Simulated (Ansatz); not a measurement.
## Alloy series in AlN

Take AlN in the zinc blende structure (space group F-43m, No. 216) as the base.

```xyz
2
Lattice="0.0000 2.1849 2.1849 2.1849 0.0000 2.1849 2.1849 2.1849 0.0000" Properties=species:S:1:pos:R:3 pbc="T T T"
N      3.2774     3.2774     3.2774
Al     0.0000     0.0000     0.0000
```

The other end (x = 1) is GaN in the zinc blende structure (space group F-43m, No. 216): 11.37 Å³/atom, gap 2.17 eV; this end may not be an ambient phase.

Ga replaces a fraction x of Al; each row is one arrangement (x, atoms in the cell, starting space group or random), fully relaxed.

Levels (all Ansatz, a program for electronic structure, PAW): r2SCAN (500 eV, no spin-orbit coupling); HSE06 (420 eV, spin-orbit coupling left out).

Band gaps by level, all at the geometries relaxed with r2SCAN:

```
case                         r2SCAN    HSE06
--------------------------  -------  -------
base                        3.94 eV  4.55 eV
x(Ga) = 0.75, 8 atoms, Cm   2.72 eV        ?
x(Ga) = 0.75, 8 atoms, R3m  2.62 eV        ?
```

Problem. Complete the table.

Solution. 
- x(Ga) = 0.75, 8 atoms, Cm, HSE06: 3.53 eV
- x(Ga) = 0.75, 8 atoms, R3m, HSE06: 3.43 eV

Single points use the geometry relaxed with r2SCAN. HSE06 was sampled on its mesh, a few special points and the semilocal edge points, so its gap is an upper bound. Each cell is one ordered arrangement of few atoms, which overstates ordering effects compared with a random alloy. No phonon test of stability was made. This is not the structure that AlN has at room temperature and ambient pressure. This is not the structure that GaN has at room temperature and ambient pressure.
